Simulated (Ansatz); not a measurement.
Worked example: self-consistent single point of Al (Fm-3m, 1 atom in the cell) in Ansatz (a program for electronic structure).

Method: PBEsol, PAW files made with PBE (plane waves; Ansatz).

```yaml
crystal:
  lattice:
    - [0.00000, 2.03107, 2.03107]
    - [2.03107, 0.00000, 2.03107]
    - [2.03107, 2.03107, 0.00000]
  atoms:
    - { symbol: Al, position: [0.00000, 0.00000, 0.00000] }
```

Reference input (self-consistent single point, DFT, PBEsol, plane waves, PAW files made with PBE): basis.ecutwfc = 30.9 Ry; kpoints.mp_grid.grid = 14 14 14; hamiltonian.xc = pbesol; hamiltonian.pseudopotentials = {kind: paw} (the program's default PAW files); scf.occupations.method = gaussian; scf.occupations.width = 0.0073 Ry. This run's input differs from it in these lines:

Ansatz 0.2 input:
```diff
@@ -10,3 +10,3 @@
 kpoints:
-  mp_grid: { grid: [14, 14, 14] }
+  mp_grid: { grid: [26, 26, 26] }
 hamiltonian:
@@ -15,3 +15,3 @@
 scf:
-  occupations: { method: gaussian, width: 0.0073 Ry }
+  occupations: { method: tetrahedron }
 output:
```

Output, abridged:

```
SCF iter   1: F=—  HF=-524.591267 eV  |F-HF|=—  |Δ(HF+E_count)|=         —  Δρ=2.25e-2  dr2=9.15e-2  ethr=3.10e-3  ⟨swp⟩=4.5  Hψ=27252  notcnv=0
all-band conjugate gradients solve this SCF's bands
preconditioner: auto → none
SCF iter   2: F=—  HF=-524.557251 eV  |F-HF|=—  |Δ(HF+E_count)|=   3.40e-2  Δρ=1.07e-2  dr2=2.05e-2  ethr=3.05e-3  ⟨swp⟩=1.0  Hψ=7154  notcnv=0
SCF iter   3: F=—  HF=-524.544492 eV  |F-HF|=—  |Δ(HF+E_count)|=   1.28e-2  Δρ=2.12e-4  dr2=7.57e-6  ethr=6.82e-4  ⟨swp⟩=1.9  Hψ=3681  notcnv=0  defer=199
SCF iter   4: F=—  HF=-524.544488 eV  |F-HF|=—  |Δ(HF+E_count)|=   3.63e-6  Δρ=1.90e-5  dr2=6.00e-8  ethr=3.33e-9  ⟨swp⟩=5.6  Hψ=11134  notcnv=0
SCF iter   5: F=-524.544489 eV  HF=-524.544489 eV  |F-HF|=2.90e-11  |Δ(HF+E_count)|=   2.98e-7  Δρ=2.03e-6  dr2=2.64e-10  ethr=2.00e-9  ⟨swp⟩=1.6  Hψ=12005  notcnv=0
the band table was not solved further: it holds the bands as the self-consistency loop left them (on a frozen-density pass, as that pass's own solve left …
SCF 1 converged in 5 iterations: F = -524.544489 eV  dr2 = 2.64e-10
Stability not checked (fill_not_monotonic)
Free energy (F): -524.544489 eV
Internal energy: -524.544489 eV  (E = F + TS)
E sigma→0 (E₀):  -524.544489 eV
Fermi energy:    7.735433 eV
--- Forces (eV/Å), atoms counted from 1 ---
  atom   1  Al    -0.00000000    -0.00000000     0.00000000
--- Stress (GPa, compression-positive) ---
       -2.827127       0.000000       0.000000
       -0.000000      -2.827127       0.000000
        0.000000      -0.000000      -2.827127
  P = ⅓ Tr σ = -2.8271 GPa (-28.271 kbar)
  The stress holds the Pulay correction. Without it, at fixed plane waves, as pw.x and ABINIT print it: P = -2.8544 GPa
```

The run converged in 5 iterations. Against the reference run the free energy goes down by 7.4 meV/atom and the pressure moves little (-2.89 to -2.83 GPa).

The starting cell has typed, rounded lattice constants, without a prior relaxation at this level. Its lattice was rescaled by up to half a per cent. Ansatz's pressure includes its estimate of the finite-basis (Pulay) stress.
